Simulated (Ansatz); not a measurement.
Response to strain in CdSe

Base system: CdSe in the wurtzite structure (space group P6_3mc, No. 186).

```
CELL_PARAMETERS angstrom
      4.33999     0.00000     0.00000
     -2.17000     3.75854     0.00000
      0.00000     0.00000     7.07803
ATOMIC_POSITIONS crystal
  Cd 0.66667 0.33333 0.00056
  Cd 0.33333 0.66667 0.50056
  Se 0.66667 0.33333 0.62464
  Se 0.33333 0.66667 0.12464
```

Cartesian axes are those of the cell as printed.

Strains are applied to the cell and any free atomic positions relax; under biaxial strain the out-of-plane vector relaxes too.

Method: Ansatz (an electronic-structure program) r2SCAN, no SOC.

```csv
"biaxial strain, plane normal [001], relaxed out of plane (%)",out-of-plane strain (%)
-4.42,4.01
-3.28,2.98
-2.15,1.96
-0.81,?
0,0.00
```

**Question.** Fit ε⊥ = −νε + γε² (strains in %) to the rows shown and predict the withheld row.

**Answer.** Least squares on the printed values gives ν = 0.91 (the biaxial Poisson response) and γ = -0.002 (largest residual 0.00 %); this predicts 0.74 %, and the run gives 0.71 %, 0.03 lower.

No phonon test of stability was made.
